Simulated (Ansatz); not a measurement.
System: AlB2-type ZrB2. Method: r²SCAN in Ansatz (plane waves, PAW).

Settings: plane-wave cutoff 600 eV, 24×24×18 k mesh (along the axes of the cell as run), Fermi–Dirac smearing 0.086 eV (set by the program), scalar-relativistic PAW data made under PBE.

Computed at the level's own relaxed cell.

Elastic tensor (GPa, Voigt notation, ions relaxed):

```
  578.4    54.1   120.5     0.0     0.0     0.0
   54.1   578.4   120.5     0.0     0.0     0.0
  120.5   120.5   442.4     0.0     0.0     0.0
    0.0     0.0     0.0   257.1     0.0     0.0
    0.0     0.0     0.0     0.0   257.1     0.0
    0.0     0.0     0.0     0.0     0.0   262.1
```

Q: Work out the Voigt, Reuss and Hill averages of the bulk and shear moduli, Young's modulus and Poisson's ratio from the printed constants.

A: K_V = [C11 + C22 + C33 + 2(C12 + C13 + C23)]/9 = [1599.2 + 2 × 295.1]/9 = 243.3 GPa. G_V = [1599.2 − 295.1 + 3 × 776.3]/15 = 242.2 GPa. From the compliances S = C⁻¹, K_R = 242.2 and G_R = 235.5 GPa. Hill means: K = 242.8, G = 238.8 GPa. E = 9KG/(3K + G) = 540 GPa, ν = (3K − 2G)/(6K + 2G) = 0.13, K/G = 1.02.

Measured, for comparison: elastic constant C11 568 GPa, elastic constant C12 57 GPa, elastic constant C33 441 GPa, elastic constant C13 121 GPa (room temperature, not corrected to a static lattice; as tabulated in Zhang et al. (2020), arXiv:1911.03307). Computed (rounded) less measured: elastic constant C11 +2 %, elastic constant C12 -5 %, elastic constant C33 +0.2 %, elastic constant C13 0.0 %. A static lattice is as a rule a little smaller and stiffer than an uncorrected measurement, which narrows the difference in the elastic constant C11 and would widen misses of the other sign.

Static lattice: no zero-point or thermal effects.

Ansatz is an electronic-structure program.
